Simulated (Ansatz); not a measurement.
**Effect of biaxial strain +1.00 %, plane normal [001], relaxed out of plane on CdS**

Base system: CdS in the zinc blende structure (space group F-43m, No. 216; a = 5.878 Å). Axes: x, y, z lie along the cube axes.

Now apply this change: biaxial strain +1.00 %, plane normal [001], relaxed out of plane (Cartesian); in-plane vectors clamped, the third vector and the atoms free.

Calculations: r2SCAN/PAW in Ansatz (an electronic-structure program), spin-orbit coupling left out. Γ-centred 10×10×10 mesh, Fermi–Dirac width 0.05 eV.

- Volume per atom = 25.50 Å³ (base 25.38 Å³)
- Shortest interatomic distance = 2.550 Å (base 2.545 Å)
- Energy relative to the base (free energy F) = +0.7 meV/atom
- Pressure (mean of the normal stresses, compression positive) = -0.30 GPa (base 0.01 GPa)
- Band gap = 1.48 eV (base 1.54 eV)
- Gap character = direct at Γ (base direct at Γ)
- Electron mass = 0.15 mₑ (at Γ) (base 0.15 mₑ (at Γ))
- Hole mass = 0.16 mₑ out of plane, 0.78 mₑ in plane (at Γ)
- Valence-band top at Γ (three highest levels, from the VBM) = 0.00, -0.07, -0.07 eV (base 0.00, 0.00, 0.00 eV)
- Out-of-plane strain = -1.50 %
- Ratio −ε⊥/ε∥ = 1.50
- Mean in-plane stress (compression positive) = -0.4 GPa

Final structure (turned so that z lies along the plane normal):

```yaml
crystal:
  lattice:
    - [4.19770, 0.00000, 0.00000]
    - [0.00000, 4.19770, 0.00000]
    - [2.09885, -2.09885, 2.89469]
  atoms:
    - { symbol: Cd, position: [0.00000, 0.00000, 0.00000] }
    - { symbol: S, position: [0.75000, 0.75000, 0.50000] }
```

Effective masses come from finite differences of ±0.01 Å⁻¹. Stability against distortions was not tested. Labels are those of the standard path for the cell's own space group.
